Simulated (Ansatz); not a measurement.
The reference is ZrS2 in the CdI2 type structure (space group P-3m1, No. 164; a = 3.6743 Å, c = 5.8606 Å; layered, stacked along the Cartesian z axis).

Method: r2SCAN+rVV10 (Ansatz, a quantum-chemistry and plane-wave program, PAW, no spin-orbit coupling).

Base values:

```
Quantity               Value
-------------------  -------
Band gap             1.17 eV
Smallest direct gap  1.81 eV
```

One thing is altered: a free-standing slab of 4 layers (12 atoms, 3 a layer) is cut normal to the stacking axis, with 15 Å of vacuum and the in-plane cell relaxed.

Problem. What does the calculation give for the gap character after the change?

Solution. The gap character is indirect, K–Γ (80 % along) → M.

Problem. What does the calculation give for the band gap after the change?

Solution. The band gap rises by 0.17 eV, from 1.17 eV to 1.34 eV.

Problem. How does this affect the smallest direct gap?

Solution. The smallest direct gap increases by 0.157 eV (1.81 eV → 1.96 eV).

Problem. What does the calculation give for the excess energy per area of both faces after the change?

Solution. The excess energy per area of both faces (slab less bulk energy over the cell's area: twice a surface energy) comes out as 0.31 J/m².

Problem. Estimate the effect on the thickness between the outermost nuclei.

Solution. The thickness between the outermost nuclei is 20.49 Å.

The excess energy carries the mismatch between the slab's and the bulk's meshes. Stability against distortions was not tested.
